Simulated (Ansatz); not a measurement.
Reference: C (Fd-3m), r2SCAN, finite-displacement electron-phonon coupling, linearised Boltzmann equation (plane waves, PAW, scalar-relativistic; Ansatz, a quantum-chemistry and plane-wave program); axes and stresses refer to this cell.

```yaml
crystal:
  lattice:
    - [0.00000, 1.78014, 1.78014]
    - [1.78014, 0.00000, 1.78014]
    - [1.78014, 1.78014, 0.00000]
  atoms:
    - { symbol: C, position: [0.00000, 0.00000, 0.00000] }
    - { symbol: C, position: [0.25000, 0.25000, 0.25000] }
```

The electron mobility at 300 K along x is 1730 cm²/(V·s).

```csv
Change,electron mobility at 300 K along x
hydrostatic pressure -10 GPa,1690 cm²/(V·s)
hydrostatic pressure 10 GPa,1760 cm²/(V·s)
hydrostatic pressure 25 GPa,[?]
hydrostatic pressure 50 GPa,[?]
"measured lattice constant, not relaxed",1720 cm²/(V·s)
```

Task: Complete the blanks.

Result: 
- hydrostatic pressure 25 GPa, electron mobility at 300 K along x: 1800 cm²/(V·s)
- hydrostatic pressure 50 GPa, electron mobility at 300 K along x: 1840 cm²/(V·s)

Dilute carriers scattered by harmonic phonons alone; a coarser fine mesh moves the values by up to 3 %. Spin-orbit coupling is left out unless a row names it. Stresses and pressures are the targets of the relaxation.  The structure type is held under load, also where the real crystal would transform.
